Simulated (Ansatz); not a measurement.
**ZrC in the rock salt structure (space group Fm-3m, No. 225)**

```
ZrC
1.0
    0.00000     2.35437     2.35437
    2.35437     0.00000     2.35437
    2.35437     2.35437     0.00000
Zr C
1 1
Direct
  0.00000   0.00000   0.00000
  0.50000   0.50000   0.50000
```

Computed with Ansatz (a first-principles code) PBE, no SOC. Γ-centred 17×17×17 mesh, Fermi–Dirac width 0.05 eV.

| Quantity | Value |
|---|---|
| Volume per atom | 13.05 Å³ |
| Density | 6.57 g/cm³ |
| Band gap | zero |
| Total energy | -2218.248 eV/atom (σ→0; compares only within this code and set-up) |

Stability against distortions was not tested. The final runs are not spin-polarised.
